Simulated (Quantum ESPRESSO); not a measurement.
A self-consistent single point of Si3Ru5 (Pbam, 16 atoms in the cell) with Quantum ESPRESSO.

Method of the run: vdW-DF2, GBRV 1.5 ultrasoft (PBE) pseudopotentials (plane waves; Quantum ESPRESSO).

```
CELL_PARAMETERS angstrom
      5.24660     0.00000     0.00000
      0.00000     9.78204     0.00000
      0.00000     0.00000     4.02254
ATOMIC_POSITIONS crystal
  Si 0.00000 0.00000 0.00000
  Si 0.50000 0.50000 0.00000
  Si 0.37025 0.86361 0.50000
  Si 0.62975 0.13639 0.50000
  Si 0.87025 0.63639 0.50000
  Si 0.12975 0.36361 0.50000
  Ru 0.00000 0.50000 0.00000
  Ru 0.50000 0.00000 0.00000
  Ru 0.15747 0.77305 0.00000
  Ru 0.84253 0.22695 0.00000
  Ru 0.65747 0.72695 0.00000
  Ru 0.34253 0.27305 0.00000
  Ru 0.33414 0.60942 0.50000
  Ru 0.66586 0.39058 0.50000
  Ru 0.83414 0.89058 0.50000
  Ru 0.16586 0.10942 0.50000
```

Reference input (self-consistent single point, DFT, PBEsol, plane waves, GBRV 1.5 ultrasoft (PBESOL) pseudopotentials): ecutwfc = 40 Ry; ecutrho = 320 Ry; occupations = smearing; smearing = cold; degauss = 0.0099958 Ry; potentials = {Si: si_pbesol_v1.uspp.F.UPF, Ru: ru_pbesol_v1.2.uspp.F.UPF}; K_POINTS = automatic 6 3 7 1 1 1; conv_thr = 1e-10 Ry; mixing_beta = 0.5. This run's input differs from it in these lines:

```diff
@@ -16,2 +16,3 @@
    degauss = 0.0099958,
+   input_dft = 'vdw-df2',
 /
@@ -22,4 +23,4 @@
 ATOMIC_SPECIES
-Si    28.0850  si_pbesol_v1.uspp.F.UPF
-Ru   101.0700  ru_pbesol_v1.2.uspp.F.UPF
+Si    28.0850  si_pbe_v1.uspp.F.UPF
+Ru   101.0700  ru_pbe_v1.2.uspp.F.UPF
 CELL_PARAMETERS angstrom
```

Output (repeated stretches shortened):

```
     Self-consistent Calculation

     iteration #  1     ecut=    40.00 Ry     beta= 0.50

     negative rho (up, down):  7.690E-01 0.000E+00

     total energy              =   -2001.14486017 Ry
     estimated scf accuracy    <      15.53754711 Ry

     iteration #  2     ecut=    40.00 Ry     beta= 0.50

     negative rho (up, down):  7.648E-01 0.000E+00

     total energy              =   -2005.22661687 Ry
     estimated scf accuracy    <      10.02552542 Ry

     iteration #  3     ecut=    40.00 Ry     beta= 0.50

     negative rho (up, down):  7.650E-01 0.000E+00

     total energy              =   -2006.82553583 Ry
     estimated scf accuracy    <       2.15916188 Ry

   [... 10 blocks of this kind left out ...]

     iteration # 14     ecut=    40.00 Ry     beta= 0.50

     negative rho (up, down):  7.675E-01 0.000E+00

     total energy              =   -2007.09314926 Ry
     estimated scf accuracy    <          5.5E-10 Ry

     iteration # 15     ecut=    40.00 Ry     beta= 0.50

     negative rho (up, down):  7.675E-01 0.000E+00
     End of self-consistent calculation

     the Fermi energy is    19.9925 ev

!    total energy              =   -2007.09314926 Ry
     estimated scf accuracy    <          7.9E-11 Ry
     smearing contrib. (-TS)   =       0.00222021 Ry
     internal energy E=F+TS    =   -2007.09536947 Ry

     convergence has been achieved in  15 iterations

     negative rho (up, down):  7.675E-01 0.000E+00

     Forces acting on atoms (cartesian axes, Ry/au):

     atom    1 type  1   force =     0.00000000    0.00000000    0.00000000
     atom    2 type  1   force =     0.00000000    0.00000000    0.00000000
     atom    3 type  1   force =    -0.00189621   -0.00166886    0.00000000
     atom    4 type  1   force =     0.00189621    0.00166886    0.00000000
     atom    5 type  1   force =    -0.00189621    0.00166886    0.00000000
   [... lines left out ...]
     Total force =     0.011392     Total SCF correction =     0.000033
   [... lines left out ...]

     negative rho (up, down):  7.675E-01 0.000E+00
          total   stress  (Ry/bohr**3)                   (kbar)     P=      218.42
   0.00146804   0.00000000   0.00000000          215.96        0.00        0.00
   0.00000000   0.00151965   0.00000000            0.00      223.55        0.00
   0.00000000   0.00000000   0.00146669            0.00        0.00      215.76

   JOB DONE.
```

The run converged in 15 iterations. Against the reference run the pressure goes from -3.38 to 21.84 GPa and the largest force goes from 0.087 to 0.099 eV/Å.

The starting cell comes from a database of computed structures (which also holds hypothetical and non-ambient phases and stackings), without a prior relaxation at this level. Spin polarisation is off. With a pressure of about 22 GPa the cell is away from its equilibrium volume at this level.

Cost on one core of a shared machine: roughly 10 min.
